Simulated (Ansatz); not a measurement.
Partial pair distribution functions of a relaxed model of amorphous Si₃₀C₁₂N₂₄, broadened by 0.06 Å; density 2.83 g/cm³. Level of theory: PBE, scalar-relativistic without spin-orbit coupling (plane waves to 420 eV, PAW; Ansatz, a program for electronic structure).

It comes from a melt-quench run on a machine-learned potential (CHGNet), relaxed afterwards by DFT. N atoms were pushed apart under 1.9 Å during the dynamics, to hinder bonds among them. The hot cell started wider than the set density and was brought back towards it in steps. It is the lowest in DFT energy of 2 quenches. It is a model cell: composition and starting density were chosen by hand, and all elements were melted together. No dispersion term was used. Its density started from a set value of 2.83 and ended at 2.83 g/cm³. The quench (nominally 120 K/ps over its main leg) was far faster than any real one, so the model tends to hold more defects than a real film. One small periodic cell is one sample of the glass; other quenches scatter about these values. The volume was held where the preparation left it, at a PBE pressure of 0.0 GPa. Stress components on the final sampling reach 2.4 GPa. On a 2×2×2 Γ-centred mesh force components of up to 0.45 eV/Å stay, since the relaxation ran on the zone centre alone.

```
r (Å)  g Si-N  g Si-C  g Si-Si  g C-C
-----  ------  ------  -------  -----
1.15     0.00    0.00     0.00   0.00
1.25     0.00    0.00     0.00   0.71
1.35     0.00    0.00     0.00   8.73
1.45     0.00    0.00     0.00   9.42
1.55     0.16    0.00     0.00   2.39
1.65     3.15    0.04     0.00   0.13
1.75     9.22    1.46     0.00   0.00
1.85     5.53    5.88     0.00   0.00
1.95     1.06    4.96     0.00   0.00
2.05     0.29    1.06     0.00   0.00
2.15     0.10    0.23     0.05   0.00
2.25     0.00    0.14     0.56   0.00
2.35     0.00    0.01     0.93   0.08
2.45     0.00    0.06     0.98   0.82
2.55     0.00    0.31     1.03   1.20
2.65     0.00    1.04     0.86   1.54
2.75     0.05    1.14     0.92   0.24
2.85     0.39    0.80     1.12   0.14
2.95     0.46    0.39     1.79   0.70
3.05     0.57    0.67     2.47   0.73
3.15     0.75    0.66     2.79   1.17
3.25     0.87    0.83     2.09   1.65
3.35     1.13    1.05     1.35   1.44
3.45     1.32    1.27     0.66   0.85
3.55     1.39    1.15     0.57   1.10
3.65     1.69    0.90     0.66   0.80
3.75     1.12    1.02     0.79   0.69
3.85     1.24    1.10     0.87   1.01
3.95     1.25    1.12     0.66   0.82
4.05     1.47    1.23     0.55   1.36
4.15     1.26    1.60     0.54   1.27
4.25     1.04    1.51     0.69   1.07
4.35     1.27    1.07     0.78   0.36
4.45     1.39    1.28     0.92   0.21
4.55     1.17    1.30     0.78   0.03
```

Within 2.22 Å each Si has 2.40 N neighbours on average.
